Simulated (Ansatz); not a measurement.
Base system: SiC in the zinc blende structure (space group F-43m, No. 216).

```
SiC
1.0
    0.00000     2.16449     2.16449
    2.16449     0.00000     2.16449
    2.16449     2.16449     0.00000
Si C
1 1
Direct
  0.00000   0.00000   0.00000
  0.25000   0.25000   0.25000
```

Method: LDA (Ansatz, a quantum-chemistry and plane-wave program; PAW; 420 eV plane waves; no spin-orbit coupling).

For the base:

| Property | Result |
|---|---|
| Electron mass | 0.68 mₑ along k, 0.23 mₑ across (at X) |
| Band gap | 1.30 eV |

The change: the cell is scaled by 0.9700 in all directions, atoms relaxed at fixed cell.

What happens to the electron mass and band gap?

The electron mass becomes 0.65 mₑ along k, 0.22 mₑ across (at X) (base: 0.68 mₑ along k, 0.23 mₑ across (at X)); the band gap drops by 0.08 eV (1.30 eV → 1.22 eV).

The cells carry an imposed strain or load. Masses are band curvatures over ±0.01 Å⁻¹ around the edge. Along k means along the line from Γ to the band edge. Stability against distortions was not tested.
